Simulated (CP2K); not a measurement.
Band structure of ScGe2 (Cmcm, 6 atoms in the cell).

```
ScGe2
1.0
    7.78878     0.00000     0.00000
   -6.83335     3.73769     0.00000
    0.00000     0.00000     3.79182
Sc Ge
2 4
Direct
  0.89685   0.10315   0.75000
  0.10315   0.89685   0.25000
  0.55544   0.44456   0.75000
  0.44456   0.55544   0.25000
  0.25212   0.74788   0.75000
  0.74788   0.25212   0.25000
```

Computed with LDA (Pade form), GPW, DZVP-MOLOPT-SR-GTH basis, GTH-PADE potentials (GTH_POTENTIALS) (CP2K 2026.2).

Settings: CUTOFF = 600 Ry; REL_CUTOFF = 40 Ry; SMEAR/METHOD = GAUSSIAN; SIGMA = 0.136 eV; KPOINTS/SCHEME = MONKHORST-PACK 4 4 4; GAMMA_CENTERED = T; XC_FUNCTIONAL = PADE; Sc/BASIS_SET = DZVP-MOLOPT-SR-GTH; Sc/POTENTIAL = GTH-PADE-q11; Ge/BASIS_SET = DZVP-MOLOPT-SR-GTH; Ge/POTENTIAL = GTH-PADE-q4; METHOD = GPW; EPS_DEFAULT = 1e-10; EXTRAPOLATION = USE_GUESS.

The starting cell comes from a database of computed structures (which also holds hypothetical and non-ambient phases and stackings), without a prior relaxation at this level. Values carry the incompleteness of an atom-centred basis.

Levels in eV from the Fermi level, bands 16 to 21:
```csv
point,16,17,18,19,20,21
Γ,-1.42,-1.38,-1.15,-0.50,0.65,2.20
X,-1.86,-0.16,-0.08,0.71,0.83,1.16
S,-1.23,-0.70,0.01,0.80,0.81,1.04
R,-2.70,-2.27,-2.27,-1.07,-1.07,2.90
A,-2.52,-2.41,-2.41,-1.05,-1.05,2.87
Z,-0.93,-0.19,-0.19,0.97,0.97,1.22
Y,-1.43,-1.12,-0.76,-0.04,0.93,2.11
X1,-1.86,-0.16,-0.08,0.71,0.83,1.16
A1,-2.52,-2.41,-2.41,-1.05,-1.05,2.87
T,-1.89,-0.75,-0.75,0.38,0.38,0.99
```

Bands cross the Fermi level along this path, so the cell is metallic at this level.

Higher empty bands are left out: an atom-centred basis made for the valence describes them poorly.
